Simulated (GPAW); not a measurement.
Band structure of IrRh3 (I4/mmm, 4 atoms in the cell).

```xyz
4
Lattice="-1.9068 1.9068 3.8195 1.9068 -1.9068 3.8195 1.9068 1.9068 -3.8195" Properties=species:S:1:pos:R:3 pbc="T T T"
Ir     0.0000     0.0000     0.0000
Rh     0.0000     1.9068     1.9097
Rh     1.9068     0.0000     1.9097
Rh     0.0000     0.0000     3.8195
```

Method: LDA (Perdew-Wang 92), GPAW PAW datasets LDA (gpaw-data 1.0.1) (plane waves; GPAW).

Settings: mode = pw; ecut = 550 eV; xc = LDA; kpts = 10 10 10; mesh shift (steps) = 0 0 0; occupations.name = methfessel-paxton; occupations.width = 0.136 eV; occupations.order = 0; nbands = -12; convergence.forces = 0.001 eV/Å; symmetry.symmorphic = false; symmetry.tolerance = 0.0005; maxiter = 150; bandpath_npoints = 40.

The starting cell comes from a database of computed structures (which also holds hypothetical and non-ambient phases and stackings), without a prior relaxation at this level. Spin-orbit coupling is off. Spin polarisation is off.

Levels in eV from the Fermi level, bands 26 to 33:
```tsv
point	26	27	28	29	30	31	32	33
Γ	-1.26	-1.01	-1.00	0.66	0.88	1.12	1.12	1.40
X	-1.96	-1.26	-1.03	0.29	0.43	0.55	0.61	0.72
Y	-1.29	-1.27	-1.25	-0.80	-0.61	0.54	0.63	1.02
S	-1.51	-1.39	-1.33	-0.93	-0.72	-0.70	0.08	1.13
Z	-1.45	-0.37	-0.11	0.57	0.77	0.87	1.13	1.13
S1	-1.51	-1.39	-1.33	-0.93	-0.72	-0.70	0.08	1.13
N	-1.49	-1.40	-1.39	-1.37	-1.27	-0.01	0.32	0.65
P	-2.04	-2.04	-2.02	-0.20	0.02	0.04	0.04	2.29
Y1	-1.29	-1.27	-1.25	-0.80	-0.61	0.54	0.63	1.02
```

Bands cross the Fermi level along this path, so the cell is metallic at this level.
